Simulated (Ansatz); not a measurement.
**GeS (model structure, started from the WC type, P-6m2, No. 187, 2 atoms in the cell): c axis length by level of theory**

No measured value is used here.

| level (code) | value (Å) |
|---|---|
| PBE (Ansatz) | 3.524 |
| PBEsol (Ansatz) | 3.499 |
| PBE-D3(BJ) (Ansatz) | 3.512 |

PBE-D3(BJ): a distance lies near a switch of the dispersion term, which can move the cell. Ansatz's density-functional and Hartree–Fock values are scalar-relativistic unless marked +SOC, with PAW data made under PBE.

A model structure was made by putting elements into a prototype or built by hand; it is no filed structure, need not be a known phase, and can be a saddle point held by its symmetry.

Ansatz is a first-principles code.
